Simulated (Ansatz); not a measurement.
The starting structures come from a database of crystals and need not be the phases stable at ambient conditions.

The decay constant κ of evanescent states in the gap governs leakage through a thin film.

Consider the following.

```
CELL_PARAMETERS angstrom
      5.24610     0.00000     0.00000
      0.00000     5.96022     0.00000
      0.00000     0.00000     2.87388
ATOMIC_POSITIONS crystal
  Fe 0.00000 0.00000 0.00000
  Fe 0.50000 0.50000 0.50000
  As 0.82117 0.63723 0.00000
  As 0.17883 0.36277 0.00000
  As 0.32117 0.86277 0.50000
  As 0.67883 0.13723 0.50000
```

Space group of this cell: Pnnm. The cell is taken as given.

Transport runs along the normal of the first two printed cell vectors.

No gap correction and no spin-orbit coupling; mid-gap values are interpolated between computed energies.

**Question.** Compute, with r2SCAN run with Ansatz (a first-principles code), the band gap and the smallest decay constant κ at mid-gap.

**Answer.** Gap 0.52 eV on a 6×6×10 mesh; κ = 0.196 1/Å, at (0.333, 0.000) of the in-plane reciprocal vectors. At the zone centre, at the nearest computed energy, the slowest state has κ = 0.27 1/Å.
